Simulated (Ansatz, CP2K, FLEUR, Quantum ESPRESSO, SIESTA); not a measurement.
**One structure in several programs: LaAl₅Ni₂ (Immm, 8 atoms in the cell)**

Self-consistent single point, at a second geometry (lattice scaled by 0.98). First geometry:

```
LaAl5Ni2
1.0
   -2.00227     3.50710     4.82543
    2.00227    -3.50710     4.82543
    2.00227     3.50710    -4.82543
La Al Ni
1 5 2
Direct
  0.00000   0.00000   0.00000
  0.50000   0.00000   0.50000
  0.84934   0.66072   0.18862
  0.15066   0.33928   0.81138
  0.47210   0.66072   0.81138
  0.52790   0.33928   0.18862
  0.73572   0.23572   0.50000
  0.26428   0.76428   0.50000
```

Shared settings, as Ansatz (a quantum-chemistry and plane-wave program) writes them: kpoints.mp_grid.grid = 5 5 5; scf.occupations.method = gaussian; scf.occupations.width = 0.272 eV. Potentials and cutoffs stand in the table.

| code | model | ΔF from the first geometry (meV/atom) | pressure (GPa) | largest force (eV/Å) | cutoff |
|---|---|---|---|---|---|
| Ansatz | PBEsol, PAW files made with PBE | 14.9 | 6.15 | 0.223 | default |
| Quantum ESPRESSO | PBEsol, GBRV 1.5 ultrasoft (PBESOL) pseudopotentials | 15.1 | 6.17 | 0.250 | 50 Ry |
| SIESTA | GGA PBEsol, numerical atomic orbitals DZP, PseudoDojo PBEsol standard norm-conserving potentials (rewritten from UPF to PSML) | 15.7 | 6.41 | 0.262 | grid 300 Ry |
| CP2K | PBEsol, GPW, DZVP-MOLOPT-SR-GTH basis, GTH-PBE potentials (GTH_POTENTIALS) | 23.0 | 7.53 | 0.233 | grid 600 Ry |
| FLEUR | PBEsol, all-electron FLAPW (FLEUR), scalar-relativistic valence | – | – | 0.252 | Kmax 4.1 1/bohr |

Size of the force on each atom (eV/Å): Sizes of forces hide their directions.

```csv
code,La1,Al2,Al3,Al4,Al5,Al6,Ni7,Ni8
Ansatz,0.000,0.000,0.215,0.215,0.215,0.215,0.223,0.223
Quantum ESPRESSO,0.000,0.000,0.220,0.220,0.220,0.220,0.250,0.250
SIESTA,0.000,0.000,0.262,0.262,0.262,0.262,0.067,0.067
CP2K,0.000,0.000,0.233,0.233,0.233,0.233,0.224,0.224
FLEUR,0.000,0.000,0.245,0.245,0.245,0.245,0.252,0.252
```

A dash marks a value that a program does not give, or that is left out as unsure.

On Ansatz's run: spin polarisation is off.

The spread over the programs that give each value: ΔF from the first geometry within 8.1 meV/atom; pressure within 1.38 GPa; largest force within 0.039 eV/Å.

SIESTA and CP2K use small atom-centred bases, whose incompleteness enters pressures, forces and empty levels differently from a plane-wave cutoff. FLEUR treats all electrons, but the usual bases taken here (sphere radii, linearisation, local orbitals, empty states) were not tested for convergence, so the values are no reference for the others. Ansatz's pressure is given at a fixed set of plane waves, as the other plane-wave codes print theirs. In the pressure, CP2K (by 1.37) lies more than 1 GPa from the median of the plane-wave programs. In the force vectors, SIESTA (by 0.170) lies more than 0.08 eV/Å from the median of the plane-wave programs.

The starting cell comes from a database of computed structures (which also holds hypothetical and non-ambient phases and stackings), without a prior relaxation at this level. For this run, on top of that: lattice scaled by 0.98.

Keys are those of Ansatz 0.2.
